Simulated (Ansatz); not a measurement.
## What biaxial strain +2.08 %, plane normal [111], relaxed out of plane does to C

Start from C in the diamond structure (space group Fd-3m, No. 227; a = 3.532 Å). Axes: x, y, z lie along the cube axes.

It is then changed as follows: tensile biaxial strain of 2.08 % in the plane normal to [111], as in epitaxy on a mismatched substrate; the out-of-plane cell vector and the atoms relax.

Method: LDA (Ansatz, a quantum-chemistry and plane-wave program; PAW; 420 eV plane waves; spin-orbit coupling left out). Γ-centred 16×16×16 mesh, Fermi–Dirac width 0.05 eV.

- Volume per atom = 5.72 Å³ (base 5.51 Å³)
- Space group = R-3m (No. 166) (base Fd-3m (No. 227))
- Shortest interatomic distance = 1.528 Å (base 1.529 Å)
- Energy relative to the base (free energy F) = +19 meV/atom
- Pressure (mean of the normal stresses, compression positive) = -16.68 GPa (base 0.00 GPa)
- Band gap = 4.03 eV (base 4.17 eV)
- Gap character = indirect, Γ → k = (0, 3/8, -3/8) in the run's primitive reciprocal basis
- Valence-band top at Γ (three highest levels, from the VBM) = 0.00, -0.04, -0.04 eV (base 0.00, 0.00, 0.00 eV)
- Valley order (the lowest conduction-band minima on the path, energy above the VBM, named in the base's zone) = a point along [001], about 1.3 Å⁻¹ from Γ 4.03 eV; Γ 5.28 eV (base a point along ⟨100⟩, about 1.3 Å⁻¹ from Γ 4.17 eV)
- Out-of-plane strain = -0.23 %
- Ratio −ε⊥/ε∥ = 0.11
- Mean in-plane stress (compression positive) = -25.0 GPa

Stability against distortions was not tested. Labels are those of the standard path for the cell's own space group.
